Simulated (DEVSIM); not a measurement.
Structure: abrupt Ge p-n junction, at 300 K.

```csv
layer (left to right),material,thickness (μm),Nd (cm⁻³),Na (cm⁻³),τn (s),τp (s)
1,Ge,80.0,-,3.5e16,2.9e-7,2.9e-7
2,Ge,0.390,2.3e17,-,2.9e-7,2.9e-7
```

Left contact: ohmic. Right contact: ohmic. Voltage is applied to the left contact. Recombination: SRH at mid-gap, radiative, Auger. Mobility is μmin + (μ − μmin)/(1 + (N/Nref)^α).

Constants are typed, rounded textbook-type inputs, not results; the design itself was drawn at random and stands for no fabricated device. Values at 300 K.

| parameter | Ge |
|---|---|
| gap (eV) | 0.664 |
| affinity (eV) | 4 |
| permittivity | 16 |
| Nc (cm⁻³) | 1.04e19 |
| Nv (cm⁻³) | 6e18 |
| μn (cm²/Vs) | 3900 |
| μp (cm²/Vs) | 1900 |
| μn,min | 150 |
| μp,min | 100 |
| Nref,n | 2.6e17 |
| Nref,p | 4e17 |
| αn | 0.56 |
| αp | 0.6 |
| B (cm³/s) | 6.4e-14 |
| Cn (cm⁶/s) | 1e-31 |
| Cp (cm⁶/s) | 1e-31 |

Model (solved in DEVSIM): 1D drift-diffusion, Boltzmann statistics, complete ionisation; no tunnelling, impact ionisation, image-force lowering or self-heating.

Base results: dark forward voltage at 100 A/cm² (V) 0.402; potential step across the device at zero bias (V) 0.432; dark forward voltage at 1 A/cm² (V) 0.213; largest field in the device at zero bias (V/cm) 52000.

Question: What follows from this one change: thickness of layer 2 0.39 → 0.078 μm?

Answer: dark forward voltage at 100 A/cm² 0.402 → 0.377 V; potential step across the device at zero bias little changed (0.432 V); dark forward voltage at 1 A/cm² 0.213 → 0.170 V; largest field in the device at zero bias little changed (52000 V/cm).

Question: What follows from this one change: doping Nd of layer 2 2.3e+17 → 6.9e+17 cm^-3?

Answer: dark forward voltage at 100 A/cm² 0.402 → 0.413 V; potential step across the device at zero bias 0.432 → 0.461 V; dark forward voltage at 1 A/cm² 0.213 → 0.241 V; largest field in the device at zero bias 52000 → 61000 V/cm.

Question: What follows from this one change: constant mobility in place of the doping-dependent one?

Answer: dark forward voltage at 100 A/cm² 0.402 → 0.383 V; potential step across the device at zero bias little changed (0.432 V); dark forward voltage at 1 A/cm² 0.213 → 0.201 V; largest field in the device at zero bias little changed (52000 V/cm).
